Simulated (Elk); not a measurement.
Input and output of a self-consistent single point for NaTlO (P6_3mc, 6 atoms in the cell) (Elk).

Computed with PBEsol, all-electron FP-LAPW, Elk's shipped species files, default APW+lo basis in Elk.

```xyz
6
Lattice="3.4844 0.0000 0.0000 -1.7422 3.0176 0.0000 0.0000 0.0000 11.3946" Properties=species:S:1:pos:R:3 pbc="T T T"
Na     1.7422     1.0059    10.1855
Na     0.0000     2.0117     4.4882
Tl     0.0000     2.0117     1.3186
Tl     1.7422     1.0059     7.0159
O      0.0000     0.0000    11.2852
O      0.0000     0.0000     5.5879
```

Reference input (self-consistent single point, DFT, PBEsol, all-electron FP-LAPW, Elk's shipped species files, default APW+lo basis): xctype = 22; stype = 0; swidth = 0.0001 Ha; ngridk = 7 7 2; rmtscf = 0.95; maxscl = 100. This run's input differs from it in these lines:

```diff
@@ -45,3 +45,3 @@
 ngridk
-  7 7 2
+  1 1 1
```

The program printed (abridged):

```
│ Self-consistent loop started │
│ Loop number : 1 │
 total energy                :     -41022.1778357
│ Loop number : 2 │
 total energy                :     -41022.7719446
RMS change in Kohn-Sham potential (target) :    1.184106799     (  0.1000000000E-05)
Absolute change in total energy (target)   :   0.5941088803     (  0.1000000000E-03)
│ Loop number : 3 │
 total energy                :     -41022.8348691
RMS change in Kohn-Sham potential (target) :    1.176003039     (  0.1000000000E-05)
Absolute change in total energy (target)   :   0.2114516977     (  0.1000000000E-03)
│ Loop number : 4 │
   [... lines left out ...]
Absolute change in total energy (target)   :    4.931567913     (  0.1000000000E-03)
│ Loop number : 98 │
 total energy                :     -41040.5318310
RMS change in Kohn-Sham potential (target) :   0.1428342923E-01 (  0.1000000000E-05)
Absolute change in total energy (target)   :    1.385380257     (  0.1000000000E-03)
│ Loop number : 99 │
 total energy                :     -41040.5741081
RMS change in Kohn-Sham potential (target) :   0.1590793522E-01 (  0.1000000000E-05)
Absolute change in total energy (target)   :   0.3886221665     (  0.1000000000E-03)
│ Loop number : 100 │
Reached self-consistent loops maximum

Energies :
 Fermi                       :     0.115219146810
 total energy                :     -41040.5965592

Density of states at Fermi energy :   0.9499386148E-05
 (states/Hartree/unit cell)

Estimated indirect band gap :   0.7077819028E-02
 from k-point      1 to k-point      1
Estimated direct band gap   :   0.7077819028E-02
 at k-point      1

Charges :
 core                        :    132.0000000
 valence                     :    68.00000000
 interstitial                :    6.773708124
 muffin-tins (core leakage)
  species :    1 (Na)
   atom    1                 :    10.03304691     (  0.1332267630E-14)
   atom    2                 :    10.03304691     (  0.1332267630E-14)
  species :    2 (Tl)
   atom    1                 :    79.09994630     (  0.8423689044E-04)
   atom    2                 :    79.09994630     (  0.8423689044E-04)
  species :    3 (O)
   atom    1                 :    7.480152725     (  0.2787373710E-07)
   atom    2                 :    7.480152725     (  0.2787373710E-07)
 total in muffin-tins        :    193.2262919
 total calculated charge     :    200.0149358
 total charge                :    200.0000000
 error                       :   0.1493575268E-01

│ Self-consistent loop stopped │
```

The run ended unconverged after 100 iterations. 

The starting cell comes from a database of computed structures (which also holds hypothetical and non-ambient phases and stackings), without a prior relaxation at this level. Spin-orbit coupling is off. Values depend on the basis (sphere radii, cutoffs, local orbitals), which need not be converged.
